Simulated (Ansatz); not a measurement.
Consider SiO₂ in the rutile structure (space group P4_2/mnm, No. 136).

```
CELL_PARAMETERS angstrom
      4.15488     0.00000     0.00000
      0.00000     4.15488     0.00000
      0.00000     0.00000     2.66145
ATOMIC_POSITIONS crystal
  Si 0.00000 0.00000 0.00000
  Si 0.50000 0.50000 0.50000
  O  0.30558 0.30558 0.00000
  O  0.80558 0.19442 0.50000
  O  0.19442 0.80558 0.50000
  O  0.69442 0.69442 0.00000
```

Cartesian axes are those of the cell as printed.

Computed with LDA (Ansatz, a program for electronic structure, PAW, scalar-relativistic without spin-orbit coupling).

For the base:

- Band gap = 5.81 eV
- Electron mass = 0.40 mₑ along c, 0.52 mₑ across (at Γ)
- Valence-band top at Γ = 0.00, -0.91, -0.91 eV

Perturbation: the cell is stretched by 3.00 % along x with no lateral relaxation; the atoms relax in the strained cell.

Task: How does this affect the band gap?

Result: The band gap falls by 0.394 eV, from 5.81 eV to 5.41 eV.

Task: What does the calculation give for the energy relative to the base after the change?

Result: The energy rises by 9.2 meV/atom.

Task: How does this affect the electron mass?

Result: The electron mass becomes 0.46 mₑ along x, 0.52 mₑ along y, 0.39 mₑ along z (at Γ) (base: 0.40 mₑ along c, 0.52 mₑ across (at Γ)).

Task: Estimate the effect on the valence-band top at Γ.

Result: The valence-band top at Γ (three highest levels, from the VBM) becomes 0.00, -0.75, -0.94 eV (base: 0.00, -0.91, -0.91 eV).

Task: How does this affect the stress?

Result: The stress (xx, yy, zz, yz, xz, xy; compression positive) amounts to (-12.46, -5.51, -5.60, 0.00, 0.00, 0.00) GPa.

Effective masses come from finite differences of ±0.01 Å⁻¹. Gaps are read on the SCF mesh and a high-symmetry path. Whether these cells are dynamically stable was not tested.
